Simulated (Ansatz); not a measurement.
The parent structure is CdCu$_{2}$GeSe$_{4}$ (space group I-42m, No. 121; a = 5.730 Å, c = 11.024 Å).

All numbers come from Ansatz (a program for electronic structure) PBEsol, no spin-orbit coupling.

For the base:

The pressure is 0.0 GPa and the band gap is zero.

Modification: an isotropic linear strain of −3.00 %, atoms relaxed at fixed cell.

Task: Estimate the effect on the energy relative to the base.

Result: The energy rises by 43 meV/atom.

Task: Predict the new pressure.

Result: The pressure (mean of the normal stresses, compression positive) goes from zero to 7.6 GPa.

Task: Predict the new band gap.

Result: The band gap is still zero.

Stability against distortions was not tested. All final runs are without spin polarisation. Gaps under 0.05 eV, about the width of the smearing, are given as zero. A zero or small gap of CdCu2GeSe4 can be the functional's error rather than a property of the material.
